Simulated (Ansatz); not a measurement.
Adsorption energy and surface dipole of F on the 1x1 (0001) surface of corundum (cut with top plane Al), one in a 1x1 cell, started at the site 'hollow Al-O-O-O over O at depth 2.3 Å #2', worked from the runs' numbers; total energies count from the potentials' own zero.

Host crystal: corundum, with a band gap (PBE, scalar-relativistic without spin-orbit coupling).

Method: PBE (plane waves to 420 eV, PAW; Ansatz, an electronic-structure program).

Slab: 21 atoms, 6.7 Å thick at the start under the adsorbate (thin: gaps and levels are the slab's own); k 6x6x1, smearing 0.01 eV, dipole-corrected; 9 atoms held, the rest relaxed; no symmetry held; spin-polarised, ending with about 1.0 μB a cell, a value that depends on the mesh; orders that need a larger cell were not tried, no spin-orbit, no U, no dispersion correction. The slab shows no gap over 0.04 eV on its mesh. At the end it is bonded to Al. In PBE it is, or lies within 0.03 eV of, the lowest of the starts that converged.

```csv
quantity,value
slab with the adsorbate,-11943.230 eV
"clean slab, same cell and mesh",-11135.399 eV
"reference, ½ F2(g)",-805.593 eV
area of the cell,20.03 Å²
change of the step from the bottom to the top vacuum level,3.698 eV
```

Q: What is the adsorption energy against this reference?

A: E(slab + adsorbate) − E(slab) − E(reference) = -2.24 eV, so in this state the adsorbate is more stable than in the reference, at a coverage of 4.99 a nm².

Q: What dipole does adsorption add to the slab along the outward normal (Helmholtz relation, ε₀ = 0.005526 e/(V·Å))?

A: p = −ε₀·A·ΔV = -0.409 e·Å = -1.97 D; its negative end points to the vacuum, which raises the vacuum level.
